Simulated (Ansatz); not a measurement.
CaTiO₃ (Pnma, No. 62), treated with PBEsol in Ansatz (PAW).

Run with plane-wave cutoff 520 eV, 6×6×6 k mesh, Fermi–Dirac smearing 0.01 eV, no spin polarisation, scalar-relativistic PAW data made under PBE.

Equation-of-state points:

```csv
V (Å³/atom),E − E_lowest (meV/atom),P (GPa)
10.573,10.98,8.28
10.793,2.65,3.92
11.013,0.00,0.00
11.233,2.47,-3.53
11.454,9.54,-6.71
```

Q: Estimate the bulk modulus from the pressures at 10.793 and 11.233 Å³/atom, and compare it with a fit to all energies.

A: B = −V dP/dV. Between V = 10.793 and 11.233 Å³/atom, dP/dV = (-3.53 − (3.92))/(11.233 − 10.793) = -16.9 GPa per Å³/atom; at the midpoint 11.013 Å³/atom this gives B ≈ 186 GPa. The third-order Birch–Murnaghan fit gives V0 = 11.013 Å³/atom, B0 = 186 GPa, B′ = 4.3, which lies within 1 % of that estimate.

Shape and atoms are relaxed at each volume.

Note: the relaxation could not lower the start's symmetry, so the cell can be a saddle point above a distorted one; the bulk modulus comes from volumes at which shape and atoms were relaxed.

Static lattice: no zero-point or thermal effects.

Ansatz is a quantum-chemistry and plane-wave program.
